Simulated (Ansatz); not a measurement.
Consider MgO in the rock salt structure (space group Fm-3m, No. 225; a = 4.204 Å). Axes: x, y, z lie along the cube axes.

Computed with Ansatz (a first-principles code) r2SCAN, no SOC.

One thing is altered: uniaxial strain ε_zz = +0.50 %, all other strain components held at zero; the atoms relax in the strained cell.

### Question
Predict the stress tensor and what it implies for the stiffness.

### Answer
Stress of the strained cell less that of the base (GPa, compression positive):
```
  -0.47    0.00    0.00
   0.00   -0.47    0.00
   0.00    0.00   -1.51
```

Then −Δσ_ii/ε with ε = 0.0050 gives relaxed-ion elastic constants: C33 ≈ 302 GPa, C13 ≈ 94 GPa and C23 ≈ 94 GPa.

No phonon test of stability was made.
